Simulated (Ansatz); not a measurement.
These are PBE (plane waves to 420 eV, PAW; Ansatz, a quantum-chemistry and plane-wave program) values and carry that method's errors.

Planar average of the electrostatic potential across the slab, in eV from the highest filled level, for the (000-1) surface of wurtzite CdS, S-terminated, 2x2 with 2 OH on 4 top atoms (bottom of the slab: 2 H on 4 bottom sites):

(z (Å), V (eV)): (3.50, 6.58); (3.79, 6.58); (4.08, 6.58); (4.37, 6.58); (4.67, 6.58); (4.96, 6.58); (5.25, 6.58); (5.54, 6.58); (5.83, 6.58); (6.12, 6.57); (6.42, 6.56); (6.71, 6.52); (7.00, 6.45); (7.29, 6.27); (7.58, 5.79); (7.87, 5.27); (8.17, 5.39); (8.46, 4.98); (8.75, 3.75); (9.04, 2.31); (9.33, 1.08); (9.62, -0.07); (9.92, -1.56); (10.21, -3.88); (10.50, -5.48); (10.79, -5.29); (11.08, -3.84); (11.37, -0.58); (11.67, 2.81); (11.96, 3.86); (12.25, 3.46); (12.54, 1.69); (12.83, -0.63); (13.12, -2.55); (13.42, -4.22); (13.71, -5.98); (14.00, -5.95); (14.29, -4.02); (14.58, -1.70); (14.87, 1.42); (15.17, 3.67); (15.46, 4.01); (15.75, 3.12); (16.04, 0.96); (16.33, -1.27); (16.62, -3.04); (16.92, -4.68); (17.21, -6.16); (17.50, -5.48); (17.79, -3.37); (18.08, -0.99); (18.37, 2.18); (18.67, 3.84); (18.96, 3.83); (19.25, 2.59); (19.54, 0.23); (19.83, -1.94); (20.12, -3.76); (20.42, -5.23); (20.71, -5.78); (21.00, -4.86); (21.29, -2.72); (21.58, -0.17); (21.87, 2.32); (22.17, 3.18); (22.46, 3.07); (22.75, 3.01); (23.04, 3.80); (23.33, 5.18); (23.62, 5.51); (23.92, 5.62); (24.21, 5.66); (24.50, 5.67); (24.79, 5.67); (25.08, 5.68); (25.37, 5.68); (25.67, 5.68); (25.96, 5.68); (26.25, 5.68); (26.54, 5.68); (26.83, 5.68); (27.12, 5.68); (27.42, 5.68)

Slab: 38 atoms, 15.2 Å thick at the start with caps and adatoms; k 3x3x1, smearing 0.025 eV, dipole-corrected; 8 atoms held, the rest relaxed; no symmetry held; no spin, no spin-orbit, no U. It is one candidate, not shown to be the stable structure of the face.

Problem. The surface cell has an area of 61.00 Å². What dipole along the normal does the step between the two vacuum levels imply?

Solution. the top vacuum level lies 0.90 eV below the bottom one; p = −ε₀ A ΔV (ε₀ = 0.005526 e/(V·Å)) gives 0.31 e·Å a cell.
